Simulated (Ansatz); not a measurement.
Ca (space group I4/mmm, No. 139; a cell from a computed database, its experimental status unchecked)

```cif
data_Ca2
_chemical_formula_sum 'Ca2'
_space_group_name_H-M_alt 'I4/mmm'
_space_group_IT_number 139
_space_group_name_Hall '-I 4 2'
_cell_length_a 4.41863
_cell_length_b 4.41863
_cell_length_c 4.13994
_cell_angle_alpha 90.000
_cell_angle_beta 90.000
_cell_angle_gamma 90.000
loop_
_atom_site_label
_atom_site_type_symbol
_atom_site_symmetry_multiplicity
_atom_site_Wyckoff_symbol
_atom_site_fract_x
_atom_site_fract_y
_atom_site_fract_z
_atom_site_occupancy
Ca1 Ca 2 b 0.00000 0.00000 0.50000 1
```
(The calculation used a cell of 1 atom; values per cell refer to that cell.)

All numbers come from PBEsol in Ansatz (plane waves to 420 eV, PAW, no spin-orbit coupling). Settings: 15×15×15 k-points, 0.05 eV Fermi–Dirac smearing.

- Volume per atom: 40.41 Å³
- Density: 1.65 g/cm³
- Band gap: zero
- Total energy: -1793.716 eV/atom (σ→0; compares only within this code and set-up)

Whether these cells are dynamically stable was not tested. This is not the structure that Ca has at room temperature and ambient pressure.

Ansatz is a first-principles code.
